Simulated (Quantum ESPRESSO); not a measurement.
Input and output of a self-consistent single point for TlCl (Pm-3m, 2 atoms in the cell) (Quantum ESPRESSO).

Method of the run: LDA (PZ), PSlibrary PAW (LDA) pseudopotentials (plane waves; Quantum ESPRESSO).

```
CELL_PARAMETERS angstrom
      3.84000     0.00000     0.00000
      0.00000     3.84000     0.00000
      0.00000     0.00000     3.84000
ATOMIC_POSITIONS crystal
  Tl 0.00000 0.00000 0.00000
  Cl 0.50000 0.50000 0.50000
```

Reference input (self-consistent single point, DFT, PBE, plane waves, PSlibrary PAW (PBE) pseudopotentials): ecutwfc = 50 Ry; ecutrho = 300 Ry; occupations = smearing; smearing = fd; degauss = 0.00147 Ry; potentials = {Tl: Tl.pbe-dn-kjpaw_psl.1.0.0.UPF, Cl: Cl.pbe-nl-kjpaw_psl.1.0.0.UPF}; K_POINTS = automatic 7 7 7 0 0 0; conv_thr = 1e-10 Ry; mixing_beta = 0.4. This run's input differs from it in these lines:

```diff
@@ -13,4 +13,4 @@
   ntyp = 2
-  ecutwfc = 50
-  ecutrho = 300
+  ecutwfc = 55
+  ecutrho = 330
   occupations = 'smearing'
@@ -24,4 +24,4 @@
 ATOMIC_SPECIES
-Tl   204.3800  Tl.pbe-dn-kjpaw_psl.1.0.0.UPF
-Cl    35.4500  Cl.pbe-nl-kjpaw_psl.1.0.0.UPF
+Tl   204.3800  Tl.pz-dn-kjpaw_psl.1.0.0.UPF
+Cl    35.4500  Cl.pz-n-kjpaw_psl.1.0.0.UPF
 ATOMIC_POSITIONS crystal
```

The program printed (abridged):

```
     Self-consistent Calculation

     iteration #  1     ecut=    55.00 Ry     beta= 0.40

     Threshold (ethr) on eigenvalues was too large:
     Diagonalizing with lowered threshold

     total energy              =    -891.69523615 Ry
     estimated scf accuracy    <       0.07605016 Ry

     iteration #  2     ecut=    55.00 Ry     beta= 0.40

     total energy              =    -891.71045734 Ry
     estimated scf accuracy    <       0.00344796 Ry

     iteration #  3     ecut=    55.00 Ry     beta= 0.40

     total energy              =    -891.71017195 Ry
     estimated scf accuracy    <       0.00106515 Ry

   [... 6 blocks of this kind left out ...]

     iteration # 10     ecut=    55.00 Ry     beta= 0.40

     total energy              =    -891.71028331 Ry
     estimated scf accuracy    <          1.4E-10 Ry

     iteration # 11     ecut=    55.00 Ry     beta= 0.40
     End of self-consistent calculation

     the Fermi energy is     5.6575 ev

!    total energy              =    -891.71028331 Ry
     estimated scf accuracy    <          8.7E-11 Ry
     smearing contrib. (-TS)   =       0.00000000 Ry
     internal energy E=F+TS    =    -891.71028331 Ry

     convergence has been achieved in  11 iterations

     Forces acting on atoms (cartesian axes, Ry/au):

     atom    1 type  1   force =     0.00000000    0.00000000    0.00000000
     atom    2 type  2   force =     0.00000000    0.00000000    0.00000000

     Total force =     0.000000     Total SCF correction =     0.000000

          total   stress  (Ry/bohr**3)                   (kbar)     P=      -39.46
  -0.00026822   0.00000000   0.00000000          -39.46        0.00        0.00
   0.00000000  -0.00026822   0.00000000            0.00      -39.46        0.00
   0.00000000   0.00000000  -0.00026822            0.00        0.00      -39.46

   JOB DONE.
```

The run converged in 11 iterations. Against the reference run the pressure goes from 0.90 to -3.95 GPa and the gap on the mesh goes from 2.550 to 2.357 eV.

The starting cell has typed, rounded lattice constants, without a prior relaxation at this level. Spin-orbit coupling is off. With a pressure of about -4 GPa the cell is away from its equilibrium volume at this level.
